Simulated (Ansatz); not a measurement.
Start from Mg2Sn (space group Fm-3m, No. 225; relaxed with 0.1 eV smearing).

```
Mg2Sn
1.0
    0.00000     3.37355     3.37355
    3.37355     0.00000     3.37355
    3.37355     3.37355     0.00000
Sn Mg
1 2
Cartesian
  0.00000   0.00000   0.00000
  1.68677   1.68677   1.68677
  5.06032   5.06032   5.06032
```

Cartesian axes are those of the cell as printed.

Level of theory: PBEsol/PAW in Ansatz (an electronic-structure program), spin-orbit coupling left out.

Before the change:

The volume per atom comes out as 25.60 Å³.

It is then changed as follows: tensile biaxial strain of 3.52 % in the plane normal to [111], as in epitaxy on a mismatched substrate; the out-of-plane cell vector and the atoms relax.

What does the calculation give for the energy relative to the base after the change?

The energy rises by 17 meV/atom.

What happens to the volume per atom?

The volume per atom goes up by 1.336 Å³ (25.60 Å³ → 26.93 Å³).

Whether these cells are dynamically stable was not tested.
